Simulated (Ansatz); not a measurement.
A computed series for TiO: response to strain

Consider TiO (space group P-62m, No. 189; a cell from a computed database, its experimental status unchecked).

```
TiO
1.0
    4.95711     0.00000     0.00000
   -2.47856     4.29299     0.00000
    0.00000     0.00000     2.83760
Ti O
3 3
Direct
  0.66667   0.33333   0.50000
  0.33333   0.66667   0.50000
  0.00000   0.00000   0.00000
  0.60523   0.60523   0.00000
  0.00000   0.39477   0.00000
  0.39477   0.00000   0.00000
```

Cartesian axes are those of the cell as printed.

Strains are applied to the cell and any free atomic positions relax; under biaxial strain the out-of-plane vector relaxes too.

Method: plane-wave PAW DFT at the PBEsol level (Ansatz, a program for electronic structure, 420 eV), spin-orbit coupling left out.

Notes on the quantities. pressure: mean of the normal stresses, compression positive.

| change | pressure | shortest interatomic distance |
|---|---|---|
| base | 0.0 GPa | 3.698 bohr |
| biaxial strain −1.92 %, plane normal [001], relaxed out of plane | 6.1 GPa | … |
| biaxial strain −0.50 %, plane normal [001], relaxed out of plane | 1.5 GPa | 3.687 bohr |
| isotropic strain −2.09 % | … | 3.642 bohr |
| uniaxial strain ε_xx = +3.25 % | … | 3.724 bohr |

Task: Fill in the withheld entries from the trend.

Result: 
- biaxial strain −1.92 %, plane normal [001], relaxed out of plane, shortest interatomic distance: 3.655 bohr
- isotropic strain −2.09 %, pressure: 17.2 GPa
- uniaxial strain ε_xx = +3.25 %, pressure: -6.9 GPa

Without a gap, meshes like the base's 11×11×16 leave anisotropic stresses uncertain by several tenths of a GPa, and small strain energies with them. Whether these cells are dynamically stable was not tested. No Hubbard U is applied, and correlation can decide whether such a compound is a metal. The final runs are not spin-polarised.
